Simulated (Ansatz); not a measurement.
This Ansatz (an electronic-structure program) input is the reference run, a 16-atom supercell of Sn in the diamond structure (space group Fd-3m, No. 227) at its relaxed geometry, computed with Ansatz PBE, no spin-orbit coupling:

Ansatz 0.2 input:
```yaml
crystal:
  lattice:
    - [0, 6.6553646612, 6.6553646612]
    - [6.6553646612, 0, 6.6553646612]
    - [6.6553646612, 6.6553646612, 0]
  atoms:
    - { symbol: Sn, position: [0.125, 0.125, 0.125] }
    - { symbol: Sn, position: [0.125, 0.125, 0.625] }
    - { symbol: Sn, position: [0.125, 0.625, 0.125] }
    - { symbol: Sn, position: [0.125, 0.625, 0.625] }
    - { symbol: Sn, position: [0.625, 0.125, 0.125] }
    - { symbol: Sn, position: [0.625, 0.125, 0.625] }
    - { symbol: Sn, position: [0.625, 0.625, 0.125] }
    - { symbol: Sn, position: [0.625, 0.625, 0.625] }
    - { symbol: Sn, position: [0, 0, 0] }
    - { symbol: Sn, position: [0, 0, 0.5] }
    - { symbol: Sn, position: [0, 0.5, 0] }
    - { symbol: Sn, position: [0, 0.5, 0.5] }
    - { symbol: Sn, position: [0.5, 0, 0] }
    - { symbol: Sn, position: [0.5, 0, 0.5] }
    - { symbol: Sn, position: [0.5, 0.5, 0] }
    - { symbol: Sn, position: [0.5, 0.5, 0.5] }
basis: { ecutwfc: 420, ecutrho_ratio: 4, xc_grid: 2, fft_grid_basis: typed }
kpoints: { mp_grid: { grid: [5, 5, 5] } }
hamiltonian:
  xc: pbe
  dispersion: none
  pseudopotentials: { kind: paw }
scf: { occupations: { method: fermi_dirac, width: 0.05 }, convergence: { dr2_threshold: 0.0000000016 } }
output: { forces: true, stress: true }
checkpoint: { write: state.ck, write_every: 1000 }
```

Write the input for this change: a neutral Ge on a Sn site, atoms relaxed at fixed cell, starting from a slightly rattled geometry.


Ansatz 0.2 input:
```yaml
crystal:
  lattice:
    - [0, 6.6553646612, 6.6553646612]
    - [6.6553646612, 0, 6.6553646612]
    - [6.6553646612, 6.6553646612, 0]
  atoms:
    - { symbol: Ge, position: [0.1219689777, 0.1258072541, 0.1255719844] }
    - { symbol: Sn, position: [0.1235274947, 0.1285975602, 0.6225622117] }
    - { symbol: Sn, position: [0.1285971562, 0.6220137524, 0.1237736031] }
    - { symbol: Sn, position: [0.1245831919, 0.6223701685, 0.6262752028] }
    - { symbol: Sn, position: [0.6278706058, 0.1193650306, 0.1253934425] }
    - { symbol: Sn, position: [0.6264710795, 0.121546237, 0.6252594083] }
    - { symbol: Sn, position: [0.6242011001, 0.6234970248, 0.1258905231] }
    - { symbol: Sn, position: [0.6288368441, 0.6225121362, 0.6235247701] }
    - { symbol: Sn, position: [0.0007866825, 0.0040812251, -0.0036053921] }
    - { symbol: Sn, position: [0.0035457477, 0.0010879766, 0.4963025033] }
    - { symbol: Sn, position: [-0.0024514188, 0.4952104139, 0.0049715] }
    - { symbol: Sn, position: [0.0031954849, 0.4998169015, 0.502531768] }
    - { symbol: Sn, position: [0.498689702, 0.0023644556, -0.0002308037] }
    - { symbol: Sn, position: [0.4983596802, -0.0028707703, 0.5030432039] }
    - { symbol: Sn, position: [0.4980285035, 0.500123349, 0.0005606687] }
    - { symbol: Sn, position: [0.50085939, 0.5007114264, 0.5003683349] }
basis: { ecutwfc: 420, ecutrho_ratio: 4, xc_grid: 2, fft_grid_basis: typed }
kpoints: { mp_grid: { grid: [5, 5, 5] } }
hamiltonian:
  xc: pbe
  dispersion: none
  pseudopotentials: { kind: paw }
scf: { occupations: { method: fermi_dirac, width: 0.05 }, convergence: { dr2_threshold: 0.0000000016 } }
relax: { f_tol: 0.02, max_steps: 45 }
output: { forces: true, stress: true }
checkpoint: { write: state.ck, write_every: 1000 }
```
This is the input that was run; other choices of cell and start would serve too.

The cell is small, so the values are those of an ordered compound at a high defect concentration; dilute-limit values will differ. The final runs are not spin-polarised. The defect cell is not spin-polarised.
